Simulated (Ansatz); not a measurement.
The starting structures come from a database of crystals and need not be the phases stable at ambient conditions.

By PBEsol, the system below comes out a metal.

Without scattering a metal conducts by its projected Fermi surface.

```yaml
crystal:
  lattice:
    - [6.31259, 0.00000, 0.00000]
    - [2.78457, 5.66524, 0.00000]
    - [2.74965, 1.71234, 5.41189]
  atoms:
    - { symbol: Ni, position: [0.67171, 0.18229, 0.14575] }
    - { symbol: Ni, position: [0.32829, 0.81771, 0.85425] }
    - { symbol: Ni, position: [0.81771, 0.32829, 0.35425] }
    - { symbol: Ni, position: [0.18229, 0.67171, 0.64575] }
    - { symbol: Ni, position: [0.00000, 0.50000, 0.50000] }
    - { symbol: Ni, position: [0.50000, 0.00000, 0.00000] }
    - { symbol: Ni, position: [0.73928, 0.91264, 0.58547] }
    - { symbol: Ni, position: [0.26072, 0.08736, 0.41453] }
    - { symbol: Ni, position: [0.08736, 0.26072, 0.91453] }
    - { symbol: Ni, position: [0.91264, 0.73928, 0.08547] }
    - { symbol: Ge, position: [0.89695, 0.10305, 0.75000] }
    - { symbol: Ge, position: [0.10305, 0.89695, 0.25000] }
    - { symbol: Ge, position: [0.58476, 0.71646, 0.45086] }
    - { symbol: Ge, position: [0.41524, 0.28354, 0.54914] }
    - { symbol: Ge, position: [0.28354, 0.41524, 0.04914] }
    - { symbol: Ge, position: [0.71646, 0.58476, 0.95086] }
```

Space group of this cell: C2/c. The cell is taken as given; by PBEsol its mean pressure is -1.4 GPa.

The current flows along the normal of the first two printed cell vectors. No spin-orbit coupling; the value is a mean over 0.1 eV about the Fermi level.

Predict the ballistic conductance per area from PBEsol (Ansatz, a quantum-chemistry and plane-wave program).

0.53 × 10¹⁵ S/m² for both spins.
